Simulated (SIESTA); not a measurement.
## Input and output of a self-consistent single point for MgH2 (Pnma, 12 atoms in the cell) (SIESTA)

Computed with LDA PW92, numerical atomic orbitals DZP, PseudoDojo LDA standard norm-conserving potentials (rewritten from UPF to PSML) run with SIESTA 5.4.2.

Input:

```
# files in the folder: Mg.psml H.psml (PseudoDojo LDA standard)
SystemName  MgH2
SystemLabel mgh2

NumberOfAtoms                12
NumberOfSpecies              2
%block ChemicalSpeciesLabel
  1 12 Mg
  2 1 H
%endblock ChemicalSpeciesLabel
LatticeConstant              1.0 Ang
%block LatticeVectors
     5.320383000    0.000000000    0.000000000
     0.000000000    3.124849000    0.000000000
     0.000000000    0.000000000    6.018978000
%endblock LatticeVectors
AtomicCoordinatesFormat      Ang
%block AtomicCoordinatesAndAtomicSpecies
     3.982200268    0.781212250    2.387969332  1
     1.338182732    2.343636750    3.631008668  1
     3.998374232    2.343636750    5.397458332  1
     1.322008768    0.781212250    0.621519668  1
     2.539897640    0.781212250    5.014350382  2
     2.780485360    2.343636750    1.004627618  2
     0.120293860    2.343636750    2.004861382  2
     5.200089140    0.781212250    4.014116618  2
     3.400256775    2.343636750    3.458865897  2
     1.920126225    0.781212250    2.560112103  2
     4.580317725    0.781212250    0.449376897  2
     0.740065275    2.343636750    5.569601103  2
%endblock AtomicCoordinatesAndAtomicSpecies

XC.functional                LDA
XC.authors                   PW92
PAO.BasisSize                DZP
PAO.EnergyShift              0.005 Ry
MeshCutoff                   400 Ry
%block kgrid.MonkhorstPack
    3   0   0  0.0
    0   6   0  0.0
    0   0   3  0.0
%endblock kgrid.MonkhorstPack
OccupationFunction           FD
ElectronicTemperature        10 K

MaxSCFIterations             150
SCF.Mixer.Method             Broyden
SCF.Mixer.Weight             0.1
SCF.Mixer.History            6
SCF.DM.Tolerance             1.0E-05
Diag.ParallelOverK           true
WriteForces                  true
Charge.Mulliken              end
```

Output, abridged:

```
reinit: Reading from file input.fdf

reinit: System Name: MgH2
reinit: System Label: mgh2

coor:   Atomic-coordinates input format  =     Cartesian coordinates
coor:                                          (in Angstroms)

siesta: Atomic coordinates (Bohr) and species
siesta:      7.52527   1.47628   4.51261  1        1
siesta:      2.52880   4.42883   6.86161  1        2
siesta:      7.55583   4.42883  10.19972  1        3
siesta:      2.49823   1.47628   1.17450  1        4
siesta:      4.79971   1.47628   9.47575  2        5
siesta:      5.25436   4.42883   1.89847  2        6
siesta:      0.22732   4.42883   3.78864  2        7
siesta:      9.82674   1.47628   7.58558  2        8
siesta:      6.42555   4.42883   6.53631  2        9
siesta:      3.62851   1.47628   4.83791  2       10
siesta:      8.65555   1.47628   0.84920  2       11
siesta:      1.39852   4.42883  10.52502  2       12

siesta: System type = bulk

initatomlists: Number of atoms, orbitals, and projectors:     12    76    72

siesta: ******************** Simulation parameters ****************************
redata: Spin configuration                          = none
redata: Time-Reversal Symmetry                      = T
redata: Number of Atomic Species                    =        2
redata: Mesh Cutoff                                 =   400.0000 Ry
redata: Net charge of the system                    =     0.0000 |e|
redata: Min. number of SCF Iter                     =        0
redata: Max. number of SCF Iter                     =      150
redata: SCF convergence failure will abort job
redata: SCF mix quantity                            = Hamiltonian
redata: Mix DM or H after convergence               =   F
redata: Recompute H after scf cycle                 =   F
redata: Mix DM in first SCF step                    =   T
redata: No kicks to SCF
redata: DM Mixing Weight for Kicks                  =     0.5000
   [... lines left out ...]
diag: Parallel distribution                         =     1 x     1
diag: Used triangular part                          = Lower
diag: Absolute tolerance                            =  0.100E-15
diag: Orthogonalization factor                      =  0.100E-05
diag: Memory factor                                 =  1.0000

superc: Internal auxiliary supercell:     5 x     5 x     5  =     125
superc: Number of atoms, orbitals, and projectors:   1500   9500   9000

                        Single-point calculation

superc: Internal auxiliary supercell:     5 x     5 x     5  =     125
superc: Number of atoms, orbitals, and projectors:   1500   9500   9000

outcell: Unit cell vectors (Ang):
        5.320383    0.000000    0.000000
        0.000000    3.124849    0.000000
        0.000000    0.000000    6.018978

outcell: Cell vector modules (Ang)   :    5.320383    3.124849    6.018978
outcell: Cell angles (23,13,12) (deg):     90.0000     90.0000     90.0000
outcell: Cell volume (Ang**3)        :    100.0679
new_DM -- step:     1
Initializing Density Matrix...

Attempting to read DM from file... Failed...
DM filled with atomic data:

InitMesh: MESH = 72 x 40 x 80 = 230400
InitMesh: Mesh cutoff (required, used) =   400.000   452.860 Ry

stepf: Fermi-Dirac step function
        iscf     Eharris(eV)        E_KS(eV)     FreeEng(eV)     dDmax    Ef(eV) dHmax(eV)
   scf:    1    -6551.020671    -6574.308322    -6574.308322  2.371292 -3.922650  4.956050
   scf:    2    -6574.996507    -6574.655956    -6574.655956  0.049585 -4.214801  4.323240
   scf:    3    -6576.390606    -6575.674275    -6575.674275  0.321410 -3.244829  0.197011
   scf:    4    -6575.676444    -6575.675381    -6575.675381  0.002408 -3.264463  0.165289
   scf:    5    -6575.678908    -6575.677848    -6575.677848  0.014800 -3.357053  0.040627
   scf:    6    -6575.678028    -6575.677940    -6575.677940  0.001071 -3.361544  0.031903
   [... 5 lines left out ...]
   scf:   12    -6575.678096    -6575.678096    -6575.678096  0.000027 -3.376595  0.000514
   scf:   13    -6575.678096    -6575.678096    -6575.678096  0.000017 -3.376595  0.000426
   scf:   14    -6575.678096    -6575.678096    -6575.678096  0.000018 -3.376581  0.000326
   scf:   15    -6575.678096    -6575.678096    -6575.678096  0.000013 -3.376569  0.000253
   scf:   16    -6575.678096    -6575.678096    -6575.678096  0.000010 -3.376560  0.000217
SCF Convergence by DM+H criterion
max |DM_out - DM_in|         :     0.0000096629
max |H_out - H_in|      (eV) :     0.0002166038
SCF cycle converged after 16 iterations

Using DM_out to compute the final energy and forces

siesta: E_KS(eV) =            -6575.6781

siesta: E_KS - E_eggbox =     -6575.6781

siesta: Atomic forces (eV/Ang):
     1   -0.005630   -0.000000    0.009087
     2    0.005630    0.000000   -0.009087
     3    0.005630    0.000000    0.009087
     4   -0.005630    0.000000   -0.009087
     5   -0.002297    0.000000   -0.036637
     6    0.002297   -0.000000    0.036637
     7    0.002297    0.000000   -0.036637
     8   -0.002297    0.000000    0.036637
     9   -0.029282   -0.000000    0.003880
    10    0.029282    0.000000   -0.003880
    11    0.029282   -0.000000    0.003880
    12   -0.029282    0.000000   -0.003880
   Tot   -0.000000    0.000000   -0.000000
   Max    0.036637
   Res    0.016105    sqrt( Sum f_i^2 / 3N )
   Max    0.036637    constrained

Stress tensor Voigt[x,y,z,yz,xz,xy] (kbar):       -4.22        1.28        4.15       -0.00       -0.00       -0.00
(Free)E + p*V (eV/cell)    -6575.7033
Target enthalpy (eV/cell)    -6575.6781

siesta: Program's energy decomposition (eV):
siesta: Ebs     =     -1961.889808
siesta: Eions   =      8117.697205
siesta: Ena     =       635.586204
siesta: Ekin    =      3776.204227
siesta: Enl     =     -1983.268380
siesta: Eso     =         0.000000
siesta: Edftu   =         0.000000
siesta: DEna    =        20.629614
siesta: DUscf   =         4.716128
siesta: DUext   =         0.000000
siesta: Ex      =      -828.596894
siesta: Ec      =       -83.251790
siesta: Exc     =      -911.848684
siesta: Eharris =     -6575.678096
siesta: Etot    =     -6575.678096
siesta: FreeEng =     -6575.678096

siesta: Stress tensor (static) (eV/Ang**3):
siesta:    -0.002632   -0.000000   -0.000000
siesta:    -0.000000    0.000801    0.000000
siesta:    -0.000000   -0.000000    0.002588

siesta: Cell volume =        100.067878 Ang**3

siesta: Pressure (static):
siesta:                Solid            Molecule  Units
   [... lines left out ...]
siesta:          -0.40431473         -0.40759619  kBar
   [... lines left out ...]
   1  8.827   1.983   0.561  -0.151   2.015   2.013   2.015   0.119   0.146
              0.125
   2  8.827   1.983   0.561  -0.151   2.015   2.013   2.015   0.119   0.146
              0.125
   3  8.827   1.983   0.561  -0.151   2.015   2.013   2.015   0.119   0.146
              0.125
   4  8.827   1.983   0.561  -0.151   2.015   2.013   2.015   0.119   0.146
              0.125

Species: H
Atom  Qatom  Qorb
               1s      1s      2Ppy    2Ppz    2Ppx
   5  1.644   2.237  -0.621   0.009   0.008   0.011
   6  1.644   2.237  -0.621   0.009   0.008   0.011
   7  1.644   2.237  -0.621   0.009   0.008   0.011
   8  1.644   2.237  -0.621   0.009   0.008   0.011
   9  1.529   1.770  -0.290   0.015   0.019   0.014
  10  1.529   1.770  -0.290   0.015   0.019   0.014
  11  1.529   1.770  -0.290   0.015   0.019   0.014
  12  1.529   1.770  -0.290   0.015   0.019   0.014

mulliken: Qtot =       48.000

Mulliken Atomic Populations:
Atom #   charge [q] valence [e]  Species
     1     1.173336    8.826664  Mg
     2     1.173336    8.826664  Mg
     3     1.173336    8.826664  Mg
     4     1.173336    8.826664  Mg
     5    -0.644425    1.644425  H
     6    -0.644425    1.644425  H
     7    -0.644425    1.644425  H
     8    -0.644425    1.644425  H
     9    -0.528910    1.528910  H
    10    -0.528910    1.528910  H
    11    -0.528910    1.528910  H
    12    -0.528910    1.528910  H
 Total     0.000000
```

The run converged in 16 iterations.

The starting cell comes from a database of computed structures (which also holds hypothetical and non-ambient phases and stackings), without a prior relaxation at this level. Its lattice was rescaled by a random factor within 2.5 % of one. Values carry the incompleteness of an atom-centred basis.

Cost on one core of a shared machine: roughly 50 s.
